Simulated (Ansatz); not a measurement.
Levels about the gap of amorphous In$_{24}$O$_{37}$Be (62 atoms in a cell of 868 Å³, 6.42 g/cm³; zone centre alone, so wide bands show as single levels with stretches between that a denser mesh fills), at the geometry that PBE relaxed, where it gives 0.3 GPa on a denser mesh. The participation number counts the atoms over which a state spreads; weights are charges in smoothed Voronoi cells. The levels come from a single point, so bond lengths are those of that geometry. Method of the levels: PBE, scalar-relativistic without spin-orbit coupling (Ansatz, a first-principles code). Sampling: the zone centre alone; Fermi-Dirac width 0.02 eV; no spin polarisation. At PBE the levels at the filled edge of the gap are localised (band-tail or defect states), and the nearest spread-out levels lie 0.8 eV apart at the zone centre.

The cell was made by melting and quenching with the CHGNet potential and then relaxed with DFT. O atoms were pushed apart under 1.9 Å during the dynamics, to hinder bonds among them. The hot cell started wider than the set density and was brought back towards it in steps. It is the lowest in DFT energy of 2 quenches. It is a model cell: composition and starting density were chosen by hand, and all elements were melted together. No dispersion term was used. Its density started from a set value of 6.42 and ended at 6.42 g/cm³. The simulated quench (nominally 330 K/ps over its main leg) is rapid and tends to freeze in more defects than a deposited or slowly cooled glass has. One small periodic cell is one sample of the glass; other quenches scatter about these values. The volume was held where the preparation left it and the shape relaxed, at a PBE pressure of 0.3 GPa. On a 2×2×2 Γ-centred mesh force components of up to 0.13 eV/Å stay, since the relaxation ran on the zone centre alone.

```csv
"E - E(highest filled), eV",filling,participation number,largest on,weight O,weight In,weight Be
-0.33,filled,17.7,"O, 3 neighbours",0.94,0.06,0.00
-0.25,filled,7.9,"O, 3 neighbours",0.95,0.05,0.00
-0.22,filled,9.7,"O, 3 neighbours",0.95,0.05,0.00
-0.19,filled,11.9,"O, 4 neighbours",0.93,0.06,0.00
-0.13,filled,11.7,"O, 3 neighbours",0.94,0.06,0.00
-0.05,filled,11.2,"O, 3 neighbours",0.95,0.05,0.00
0.00,filled,9.5,"O, 4 neighbours",0.95,0.05,0.00
0.49,empty,59.3,"In, 5 neighbours",0.56,0.43,0.01
3.38,empty,43.6,"In, 5 neighbours",0.62,0.38,0.00
3.48,empty,41.0,"In, 5 neighbours",0.60,0.39,0.00
3.58,empty,42.4,"In, 5 neighbours",0.62,0.38,0.00
3.65,empty,39.1,"In, 5 neighbours",0.62,0.37,0.00
3.84,empty,30.7,"In, 5 neighbours",0.60,0.39,0.00
3.94,empty,43.5,"In, 5 neighbours",0.63,0.37,0.00
```

Most localised among these is the filled level at -0.25 eV, on a O atom, which has 3 neighbours (In 2.08 Å, In 2.12 Å, In 2.16 Å).
